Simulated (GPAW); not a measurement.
GPAW run on a defect of Ca (1 atoms in the cell): self-consistent single point.

Method: PBEsol, GPAW PAW datasets PBEsol (made by gpaw-setup) (plane waves; GPAW).

The change in words: 2 x 1 x 1 supercell, one Ca atom taken out, nothing relaxed; kpts: 8 8 8 → 4 8 8. Reference geometry:
```
CELL_PARAMETERS angstrom
      0.00000     2.79837     2.79837
      2.79837     0.00000     2.79837
      2.79837     2.79837     0.00000
ATOMIC_POSITIONS crystal
  Ca 0.00000 0.00000 0.00000
```

Reference input (self-consistent single point, DFT PBEsol, plane waves, GPAW PAW datasets PBEsol (made by gpaw-setup)): mode = pw; ecut = 600 eV; xc = PBEsol; kpts = 8 8 8; mesh shift (steps) = 0 0 0; occupations.name = methfessel-paxton; occupations.width = 0.1 eV; occupations.order = 0; nbands = -5; convergence.forces = 0.001 eV/Å; symmetry.symmorphic = false; symmetry.tolerance = 0.0005. This run's input differs from it in these lines:

```diff
@@ -5,6 +5,6 @@
 atoms = Atoms(['Ca'],
-              cell=[[0.000000, 2.798370, 2.798370],
+              cell=[[0.000000, 5.596740, 5.596740],
                     [2.798370, 0.000000, 2.798370],
                     [2.798370, 2.798370, 0.000000]],
-              positions=[[0.000000, 0.000000, 0.000000]],
+              positions=[[0.000000, 2.798370, 2.798370]],
               pbc=True)
@@ -13,3 +13,3 @@
             xc='PBEsol',
-            kpts={'size': (8, 8, 8), 'gamma': True},
+            kpts={'size': (4, 8, 8), 'gamma': True},
             occupations={'name': 'methfessel-paxton', 'width': 0.1, 'order': 0},
```

Log, with long lists cut:

```
     iter     time        total  log10-change:
                         energy   eigst   dens  force
iter:   1 --:--:--    -1.185357
iter:   2 --:--:--    -1.416947   -0.60  -1.31
iter:   3 --:--:--    -1.438408   -1.46  -1.34
iter:   4 --:--:--    -1.458902   -1.75  -1.38
iter:   5 --:--:--    -1.466361   -2.46  -1.97
iter:   6 --:--:--    -1.464300   -2.98  -1.96
iter:   7 --:--:--    -1.465144c  -3.17  -2.17
iter:   8 --:--:--    -1.465021c  -3.68  -2.66
iter:   9 --:--:--    -1.465033c  -4.01  -2.65
iter:  10 --:--:--    -1.465036c  -4.33  -2.91
iter:  11 --:--:--    -1.465076c  -4.54  -2.90
iter:  12 --:--:--    -1.465079c  -4.92  -3.64
iter:  13 --:--:--    -1.465085c  -5.22  -4.17c
iter:  14 --:--:--    -1.465085c  -5.48  -4.10c
iter:  15 --:--:--    -1.465087c  -5.75  -4.65c
iter:  16 --:--:--    -1.465087c  -6.00  -4.88c
iter:  17 --:--:--    -1.465088c  -6.26  -4.71c
iter:  18 --:--:--    -1.465088c  -6.47  -4.83c
iter:  19 --:--:--    -1.465088c  -6.73  -4.80c
iter:  20 --:--:--    -1.465088c  -7.03  -4.80c
iter:  21 --:--:--    -1.465088c  -7.33  -4.72c
iter:  22 --:--:--    -1.465088c  -7.59c -4.60c
iter:  23 --:--:--    -1.465088c  -7.86c -4.84c -21.51c
Converged after 23 iterations.

Dipole moment: (0.000000, -0.000000, 0.000000) |e|*Ang

Energy contributions relative to reference atoms: (reference = -18487.552579)

Kinetic:         -2.043602
Potential:       +3.410953
External:        +0.000000
XC:              -2.364236
Entropy (-ST):   -0.001918
Local:           -0.467245
SIC:             +0.000000
--------------------------
Free energy:     -1.466047
Extrapolated:    -1.465088

Showing only first 2 kpts
 Kpt  Band  Eigenvalues  Occupancy
  0     3    -23.41210    2.00000
  0     4     -2.69424    2.00000
  0     5      0.88105    0.00000
  0     6      1.37670    0.00000

  1     3    -23.42200    2.00000
  1     4     -2.01249    2.00000
  1     5      1.30431    0.00000
  1     6      1.31333    0.00000

Fermi level: 0.36478

No gap
No difference between direct/indirect transitions
Energy (eV): -1.465088

Forces in eV/Ang:
  0 Ca    0.00000    0.00000    0.00000

Stress tensor:
     0.006101     0.000242     0.000242
     0.000242     0.006103    -0.000236
     0.000242    -0.000236     0.006103
Stress (GPa, Voigt): [ 0.9775  0.9778  0.9778 -0.0378  0.0388  0.0388]
```

The run converged in 23 iterations. GPAW prints stress with tension positive. Against the reference run the free energy goes up by 761 meV/atom.

The starting cell has typed, rounded lattice constants, without a prior relaxation at this level. Its lattice was rescaled by up to half a per cent.

Cost on one core of a shared machine: roughly 60 s.
